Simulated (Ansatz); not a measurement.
**AlBiN2 (model structure, started from the ScAlN2 type, P3m1, No. 156, 4 atoms in the cell): c axis length by level of theory**

No measured value is used here.

| level (code) | value (Å) |
|---|---|
| LDA (Ansatz) | 6.434 |
| PBE (Ansatz) | 6.658 |
| PBEsol (Ansatz) | … |

Q: Complete the blanks.

A: 
- PBEsol (Ansatz, a first-principles code), value (Å): 6.504

Density-functional levels without +SOC have no spin–orbit coupling. Ansatz's density-functional and Hartree–Fock values are scalar-relativistic unless marked +SOC, with PAW data made under PBE.

A model structure was made by putting elements into a prototype or built by hand; it is no filed structure, need not be a known phase, and can be a saddle point held by its symmetry.
